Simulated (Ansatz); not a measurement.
**Effective masses and thermopower of BN (P6_3mc)**

Given:

```yaml
crystal:
  lattice:
    - [2.54623, 0.00000, 0.00000]
    - [-1.27311, 2.20510, 0.00000]
    - [0.00000, 0.00000, 4.07115]
  atoms:
    - { symbol: B, position: [0.33333, 0.66667, 0.99962] }
    - { symbol: B, position: [0.66667, 0.33333, 0.49962] }
    - { symbol: N, position: [0.33333, 0.66667, 0.37538] }
    - { symbol: N, position: [0.66667, 0.33333, 0.87538] }
```

All values below come from PBE, rigid bands (plane waves, PAW, scalar-relativistic; Ansatz, an electronic-structure program). Condition of this run: uniaxial stress along c of 36 GPa (compression positive) (the target of the relaxation). Cell: cell and atoms relaxed with PBEsol, then loaded as said.

```yaml
band_gap: 5.35 eV
electron conductivity mass (300 K, dilute): 0.52 (x), 0.52 (y), 0.29 (z) mₑ
hole conductivity mass (300 K, dilute): 0.96 (x), 0.96 (y), 1.17 (z) mₑ
effective density of states N_c (300 K): 1.4e19 cm⁻³
effective density of states N_v (300 K): 5.3e19 cm⁻³
density_of_states_mass_electrons: 0.67 mₑ
density_of_states_mass_holes: 1.64 mₑ
Seebeck coefficient, n-type 1e19 cm⁻³, 300 K: -250 μV/K
best n-type power factor at 300 K for τ = 10 fs (best axis; densities from 1e16 to 1e21 cm⁻³ tried, whether or not they can be reached): 7.8 μW/(cm·K²) at 3e19 cm⁻³
Seebeck coefficient, p-type 1e19 cm⁻³, 300 K: 358 μV/K
```

Rigid bands; masses and Seebeck coefficients take one relaxation time τ for all states and one kind of carrier; polarons and phonon drag are left out. Spin-orbit coupling is left out. Geometry: cell and atoms relaxed with PBEsol.
